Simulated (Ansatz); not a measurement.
## ZnS under a change: S → O

Start from ZnS (space group R3m, No. 160; a = 3.7838 Å, c = 27.8997 Å (hexagonal axes)).

The change: full substitution S → O, then cell and atoms are relaxed.

The values are results of PBEsol/PAW in Ansatz (an electronic-structure program), no spin-orbit coupling, not measurements. Γ-centred 12×12×12 mesh, Fermi–Dirac width 0.05 eV, for the changed cell.

| quantity | base | changed | shift |
|---|---|---|---|
| volume per atom | 19.22 Å³ | 11.77 Å³ | -7.45 Å³ |
| density | 4.21 g/cm³ | 5.74 g/cm³ | +1.53 g/cm³ |
| lattice parameter a | 3.784 Å | 3.225 Å | -0.559 Å |
| c/a ratio | 7.374 | 7.297 | -0.077 |
| space group | R3m (No. 160) | R3m (No. 160) | – |
| shortest interatomic distance | 2.318 Å | 1.969 Å | -0.349 Å |
| band gap | 2.13 eV | 0.67 eV | -1.466 eV |
| gap character | direct at Γ | direct at Γ | – |
| width of the top valence band | 1.67 eV | 1.44 eV | -0.223 eV |
| electron mass | 0.16 mₑ along c, 0.17 mₑ across (at Γ) | 0.13 mₑ (at Γ) | – |
| valence-band top at Γ (three highest levels, from the VBM) | 0.00, 0.00, -0.06 eV | 0.00, 0.00, -0.06 eV | – |

Masses are band curvatures over ±0.01 Å⁻¹ around the edge. Whether these cells are dynamically stable was not tested. As relaxed here, ZnO is a hypothetical phase, not in the database extracts checked. This is not the structure that ZnS has at room temperature and ambient pressure.
